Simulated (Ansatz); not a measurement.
Start from Hf in the hcp (Mg type) structure (space group P6_3/mmc, No. 194; a = 3.159 Å, c = 5.000 Å). Axes: x lies along a and z along c of the hexagonal cell.

The values are results of PBEsol/PAW in Ansatz (an electronic-structure program), spin-orbit coupling left out, not measurements.

Before the change:

```
Property                         Value
-----------------------------  -------
Pressure                       0.0 GPa
Shortest interatomic distance  3.095 Å
```

It is then changed as follows: the cell is compressed by 5.26 % along z with no lateral relaxation, atoms relaxed at fixed cell.

**Question.** What happens to the energy relative to the base?

**Answer.** The energy goes up by 42 meV/atom.

**Question.** What happens to the pressure?

**Answer.** The pressure (mean of the normal stresses, compression positive) goes from zero to 7.2 GPa.

**Question.** Predict the new shortest interatomic distance.

**Answer.** The shortest interatomic distance shrinks by 0.1052 Å to 2.989 Å.

Without a gap, meshes like the base's 17×17×9 leave anisotropic stresses uncertain by several tenths of a GPa, and small strain energies with them. The cells carry an imposed strain or load. No phonon test of stability was made. The final runs are not spin-polarised.
